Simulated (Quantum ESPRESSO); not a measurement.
## Convergence study of the plane-wave cutoff for Pt (Fm-3m, 1 atom in the cell)

```yaml
crystal:
  lattice:
    - [-1.95412, 0.00000, 1.95412]
    - [0.00000, 1.95412, 1.95412]
    - [-1.95412, 1.95412, 0.00000]
  atoms:
    - { symbol: Pt, position: [0.00000, 0.00000, 0.00000] }
```

Method of the run: PBEsol, SSSP 1.1.2 efficiency (PBE) pseudopotentials (plane waves; Quantum ESPRESSO 7.5).

Base settings: ecutwfc = 40 Ry; ecutrho = 320 Ry; occupations = smearing; smearing = gauss; degauss = 0.0073499 Ry; input_dft = pbesol; potentials = {Pt: pt_pbe_v1.4.uspp.F.UPF}; K_POINTS = automatic 12 12 12 0 0 0; conv_thr = 1e-10 Ry; mixing_beta = 0.4.

Moved along: ecutrho.

The second cell is the first with its lattice scaled by 0.98.

The mesh stays at the base's, so the ladder's end is converged at best in this setting alone.

Only quantities that move along the ladder and can be compared are tabulated.

The count of work is k-points × plane waves × bands × iterations; it is no time. 

The starting cell has typed, rounded lattice constants, without a prior relaxation at this level. Its lattice was rescaled by up to half a per cent. Spin polarisation is off.

```tsv
ecutwfc	free energy less the last step's (meV/atom)	energy of the compressed cell less the first (meV/atom)	pressure (GPa)	count of work / last
14 Ry	47363.83	-586.08	-1501.54	0.068
16 Ry	24961.88	225.55	-948.65	0.071
18 Ry	12048.82	186.73	-556.19	0.075
20 Ry	5676.77	74.73	-315.17	0.092
22 Ry	2579.08	17.25	-170.20	0.12
24 Ry	1104.42	39.28	-85.50	0.13
28 Ry	170.07	64.25	-13.53	0.20
32 Ry	57.72	66.39	1.40	0.22
36 Ry	52.79	66.41	1.69	0.26
40 Ry	40.46	66.36	1.12	0.30
44 Ry	27.60	66.62	1.46	0.32
48 Ry	21.89	66.48	1.93	0.36
54 Ry	19.54	66.49	2.01	0.42
60 Ry	15.18	66.54	1.75	0.50
70 Ry	6.16	66.49	1.89	0.62
80 Ry	3.57	66.49	2.12	0.76
96 Ry	0.00	66.49	1.97	1.0
```

Coarsest ecutwfc that holds the pressure within 1 GPa of the last step, with all finer ones: 32 Ry, at 0.22 of the last step's count of work; the step before is off by 16 GPa.

Coarsest ecutwfc that holds the energy of the compressed cell less the first within 0.2 meV/atom of the last step, with all finer ones: 32 Ry, at 0.22 of the last step's count of work; the step before is off by 2.2 meV/atom.

Coarsest ecutwfc that holds the free energy within 5 meV/atom: not settled: the last two steps still differ by 3.6 meV/atom, over half the tolerance, so the ladder does not show it.

At the lowest cutoff the pressure lies 1500 GPa under the last step's, the usual sign of Pulay stress in an incomplete plane-wave basis.
